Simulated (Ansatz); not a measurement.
Base system: CdS in the zinc blende structure (space group F-43m, No. 216; a = 5.8242 Å).

Level of theory: PBEsol (Ansatz, an electronic-structure program; PAW; 420 eV plane waves; no spin-orbit coupling).

Strains are applied to the cell and any free atomic positions relax.

One change was made to it. Results:

The band gap decreases by 0.09 eV to 0.92 eV; the energy goes up by 9.1 meV/atom; the pressure goes from zero to -2.47 GPa; the electron mass stays 0.11 mₑ (at Γ).

**Question.** Which change produced these results?
(A) isotropic strain +0.50 %
(B) isotropic strain +3.00 %
(C) isotropic strain +1.50 %
(D) isotropic strain +2.00 %

**Answer.** C, isotropic strain +1.50 %. For comparison, the energy relative to the base in the other runs: isotropic strain +0.50 % gives +1.0 meV/atom; isotropic strain +3.00 % gives +34 meV/atom; isotropic strain +2.00 % gives +16 meV/atom.

Masses are band curvatures over ±0.01 Å⁻¹ around the edge. No phonon test of stability was made.
